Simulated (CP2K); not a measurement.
CP2K run on Rb3Ba (I4/mmm, 4 atoms in the cell): self-consistent single point.

Level of theory: LDA (Pade form), GPW, DZVP-MOLOPT-SR-GTH basis, GTH-PADE potentials (GTH_POTENTIALS) (CP2K).

```xyz
4
Lattice="8.8079 0.0000 0.0000 3.6118 8.0334 0.0000 -6.2099 -4.0167 4.7837" Properties=species:S:1:pos:R:3 pbc="T T T"
Rb     4.4040     0.0000     2.3918
Rb     1.8059     4.0167     2.3918
Rb     6.2099     4.0167     0.0000
Ba     0.0000     0.0000     0.0000
```

Reference input (self-consistent single point, DFT PBEsol, GPW, DZVP-MOLOPT-SR-GTH basis, GTH-PBE potentials (GTH_POTENTIALS)): CUTOFF = 500 Ry; REL_CUTOFF = 60 Ry; SMEAR/METHOD = FERMI_DIRAC; ELECTRONIC_TEMPERATURE = 1160.45 K; KPOINTS/SCHEME = MONKHORST-PACK 5 5 5; XC_FUNCTIONAL = PBE:PBESOL; Rb/BASIS_SET = DZVP-MOLOPT-SR-GTH-q9; Rb/POTENTIAL = GTH-PBE-q9; Ba/BASIS_SET = DZVP-MOLOPT-SR-GTH-q10; Ba/POTENTIAL = GTH-PBE-q10; METHOD = GPW; EPS_DEFAULT = 1e-10. This run's input differs from it in these lines:

```diff
@@ -43,6 +43,3 @@
     &XC
-      &XC_FUNCTIONAL
-        &PBE
-          PARAMETRIZATION PBESOL
-        &END PBE
+      &XC_FUNCTIONAL PADE
       &END XC_FUNCTIONAL
@@ -78,3 +75,3 @@
       BASIS_SET DZVP-MOLOPT-SR-GTH-q9
-      POTENTIAL GTH-PBE-q9
+      POTENTIAL GTH-PADE-q9
     &END KIND
@@ -82,3 +79,3 @@
       BASIS_SET DZVP-MOLOPT-SR-GTH-q10
-      POTENTIAL GTH-PBE-q10
+      POTENTIAL GTH-PADE-q10
     &END KIND
```

Log, with long lists cut:

```
 SCF WAVEFUNCTION OPTIMIZATION

  Step     Update method      Time    Convergence         Total energy    Change
     1 NoMix/Diag. 0.20E+00      -     1.37914947       -97.9865577703 -9.80E+01
     2 Broy./Diag. 0.20E+00      -     0.00760878       -98.1436294773 -1.57E-01
     3 Broy./Diag. 0.20E+00      -     0.04557984       -97.9328182038  2.11E-01
     4 Broy./Diag. 0.20E+00      -     0.00217580       -97.8836157886  4.92E-02
     5 Broy./Diag. 0.20E+00      -     0.00251691       -97.8990308759 -1.54E-02
     6 Broy./Diag. 0.20E+00      -     0.00116473       -97.8926519573  6.38E-03
   [... 4 lines left out ...]
    11 Broy./Diag. 0.20E+00      -     0.00006306       -97.8847490741 -6.39E-04
    12 Broy./Diag. 0.20E+00      -     0.00000896       -97.8848503692 -1.01E-04
    13 Broy./Diag. 0.20E+00      -     0.00001937       -97.8847776536  7.27E-05
    14 Broy./Diag. 0.20E+00      -     0.00000036       -97.8847545921  2.31E-05
  *** SCF run converged in    14 steps ***

  Overlap energy of the core charge distribution:               0.00000000000000
  Self energy of the core charge distribution:               -192.13576482799820
  Core Hamiltonian energy:                                     40.53257900081357
  Hartree energy:                                              68.13586104891905
  Exchange-correlation energy:                                -14.41181000482698
  Electronic entropic energy:                                  -0.00561980953219
  Fermi energy:                                                 0.06615349433860

  Total energy:                                               -97.88475459205443
  Total energy (extrapolated to T->0):                        -97.88194468728834

   [... lines left out ...]

 STRESS| Analytical stress tensor [bar]
 STRESS|                        x                   y                   z
 STRESS|      x       -5.22359573655E+03  -2.56532785189E+02  -3.41897830746E-03
 STRESS|      y       -2.56532785189E+02  -4.99310721244E+03  -2.08073901849E-03
 STRESS|      z       -3.41897830746E-03  -2.08073901849E-03  -4.82717144179E+03
 STRESS| 1/3 Trace                                            -5.01462479692E+03
```

The run converged in 14 iterations. Against the reference run the pressure goes from -0.14 to -0.50 GPa.

The starting cell comes from a database of computed structures (which also holds hypothetical and non-ambient phases and stackings), without a prior relaxation at this level. Its lattice was rescaled by a random factor within 2.5 % of one. Values carry the incompleteness of an atom-centred basis.

Cost on one core of a shared machine: roughly 30 s.
